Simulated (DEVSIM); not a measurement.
System: Co/Si3N4/p-GaAs capacitor, at 400 K.

| layer (left to right) | material | thickness (nm) | Na (cm⁻³) |
|---|---|---|---|
| 1 | Si3N4 | 20.0 | - |
| 2 | GaAs | 10000 | 3.8e15 |

Metal gate on the left, work function 5 eV. Fixed charge at the semiconductor interface -5.2e10 cm⁻² (in units of +e); no interface traps.

Constants are typed, rounded textbook-type inputs, not results; the design itself was drawn at random and stands for no fabricated device. Values at 300 K; Nc and Nv go as T^1.5, mobilities as T to minus their exponent, the gap by Varshni's rule with the affinity fixed.

```
parameter         Si3N4      GaAs
----------------  -----  --------
gap (eV)            5.1     1.424
affinity (eV)       2.1      4.07
permittivity        7.5      12.9
Nc (cm⁻³)             -    4.7e17
Nv (cm⁻³)             -      9e18
Varshni α (eV/K)      -  0.000541
Varshni β (K)         -       204
```

Simulated with DEVSIM: 1D Poisson equation in equilibrium, Boltzmann statistics, complete ionisation; no quantum confinement or tunnelling. Metal contacts follow the ideal Schottky-Mott rule: no Fermi-level pinning, no interface dipoles.

Base results: capacitance of the dielectric stack (μF/cm²) 0.332; minimum of the low-frequency capacitance (μF/cm²) 0.0209; threshold voltage (band bending 2φF) (V) 0.88; flat-band voltage (V) -0.14.

Q: What follows from this one change: interface trap density 0 → 3e+11 cm^-2 eV^-1?

A: capacitance of the dielectric stack little changed (0.332 μF/cm²); minimum of the low-frequency capacitance 0.0209 → 0.0580 μF/cm²; threshold voltage (band bending 2φF) 0.88 → 0.99 V; flat-band voltage -0.14 → -0.16 V.

Q: What follows from this one change: Si3N4 thickness 0.02 → 0.011 μm?

A: capacitance of the dielectric stack 0.332 → 0.604 μF/cm²; minimum of the low-frequency capacitance little changed (0.0213 μF/cm²); threshold voltage (band bending 2φF) 0.88 → 0.82 V; flat-band voltage -0.14 → -0.15 V.

Q: What follows from this one change: temperature 400 → 300 K?

A: capacitance of the dielectric stack little changed (0.332 μF/cm²); minimum of the low-frequency capacitance 0.0209 → 0.0183 μF/cm²; threshold voltage (band bending 2φF) 0.88 → 0.95 V; flat-band voltage -0.14 → -0.27 V.

Q: What follows from this one change: fixed charge -5.2e+10 → -5.32e+11 cm^-2?

A: capacitance of the dielectric stack little changed (0.332 μF/cm²); minimum of the low-frequency capacitance little changed (0.0208 μF/cm²); threshold voltage (band bending 2φF) 0.88 → 1.11 V; flat-band voltage -0.14 → 0.09 V.

Q: What follows from this one change: gate work function 5 → 5.15 eV?

A: capacitance of the dielectric stack little changed (0.332 μF/cm²); minimum of the low-frequency capacitance little changed (0.0207 μF/cm²); threshold voltage (band bending 2φF) 0.88 → 1.03 V; flat-band voltage -0.14 → 0.01 V.
